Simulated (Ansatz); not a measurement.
**TiO2, pressure series**

Base system: TiO2 in the rutile structure (space group P4_2/mnm, No. 136; a = 4.644 Å, c = 2.964 Å).

Cell and atoms are relaxed at each pressure.

The values are results of PBE/PAW in Ansatz (a quantum-chemistry and plane-wave program), spin-orbit coupling left out, earlier PAW set, not measurements.

| pressure (GPa) | volume per atom (Å³/atom) |
|---|---|
| -2 | 10.760 |
| 0 | 10.651 |
| 0.3 | 10.636 |
| 0.7 | 10.615 |
| 1.5 | 10.574 |
| 3 | ? |
| 5 | 10.407 |
| 7.5 | 10.297 |
| 10 | 10.194 |

### Question
Fit the third-order Birch–Murnaghan form P(V) = (3B₀/2)[(V₀/V)^(7/3) − (V₀/V)^(5/3)]·[1 + (3/4)(B₀′ − 4)((V₀/V)^(2/3) − 1)] (squares taken in P) to the rows shown and predict the withheld row.

### Answer
Least squares on the printed values gives V₀ = 10.651 Å³/atom, B₀ = 202 GPa, B₀′ = 5.4; this predicts 10.500 Å³/atom, and the run gives 10.501 Å³/atom, in agreement.

Load acts through the strain it causes; cell and atoms are relaxed under it. Whether these cells are dynamically stable was not tested. Competing high-pressure phases were not computed. The final runs are not spin-polarised.
